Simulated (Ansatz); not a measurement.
# Hypothetical Pm-3n GaAs: response to strain

The reference is GaAs (space group Pm-3n, No. 223; a = 7.0869 Å; a hypothetical phase, not in the database extracts checked). Axes: x, y, z lie along the cube axes.

Strains are applied to the cell and any free atomic positions relax; under biaxial strain the out-of-plane vector relaxes too.

Levels (all Ansatz, an electronic-structure program, PAW): PBE (420 eV, scalar-relativistic without spin-orbit coupling); PBEsol (420 eV, scalar-relativistic without spin-orbit coupling).

The base cell above is that of PBE; each level relaxes its own structures.

Notes on the quantities. pressure: mean of the normal stresses, compression positive.

```csv
case,"pressure, PBE","pressure, PBEsol"
"biaxial strain −3.59 %, plane normal [001], relaxed out of plane",2.8 GPa,3.0 GPa
"biaxial strain −1.67 %, plane normal [001], relaxed out of plane",1.2 GPa,?
isotropic strain +2.63 %,-3.0 GPa,?
"strain tensor (xx, yy, zz, yz, xz, xy) = (−1.59, +0.55, +0.31, +1.32, −0.06, −0.63) %",0.3 GPa,0.4 GPa
```

Some entries are withheld; estimate them.


- biaxial strain −1.67 %, plane normal [001], relaxed out of plane, pressure, PBEsol: 1.3 GPa
- isotropic strain +2.63 %, pressure, PBEsol: -3.3 GPa

The two levels differ by at most about 0.3 GPa. They put the cases in the same order.

Whether these cells are dynamically stable was not tested. The final runs are not spin-polarised.
